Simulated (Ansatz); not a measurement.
## InP under load (space group F-43m): band-edge transport data

Data:

```xyz
2
Lattice="0.0000 2.8878 2.8878 2.8878 0.0000 2.8878 2.8878 2.8878 0.0000" Properties=species:S:1:pos:R:3 pbc="T T T"
In     0.0000     0.0000     0.0000
P      1.4439     1.4439     1.4439
```

Level of theory: PBE with spin-orbit coupling, rigid bands (plane waves, PAW; Ansatz, a first-principles code). Condition of this run: hydrostatic pressure of 4 GPa (compression positive) (the target of the relaxation). Cell: cell and atoms relaxed with PBEsol, then loaded as said.

```yaml
band_gap: 0.93 eV
electron conductivity mass (300 K, dilute): 0.084 mₑ
hole conductivity mass (300 K, dilute): 0.54 mₑ
effective density of states N_c (300 K): 5.8e17 cm⁻³
effective density of states N_v (300 K): 2.3e19 cm⁻³
density_of_states_mass_electrons: 0.081 mₑ
density_of_states_mass_holes: 0.94 mₑ
Seebeck coefficient, n-type 1e19 cm⁻³, 300 K: -57 μV/K
Seebeck coefficient, p-type 1e19 cm⁻³, 300 K: 314 μV/K
best p-type power factor at 300 K for τ = 10 fs (best axis; densities from 1e16 to 1e21 cm⁻³ tried, whether or not they can be reached): 13.4 μW/(cm·K²) at 3e20 cm⁻³
```

Rigid bands; masses and Seebeck coefficients take one relaxation time τ for all states and one kind of carrier; polarons and phonon drag are left out. Geometry: cell and atoms relaxed with PBEsol.
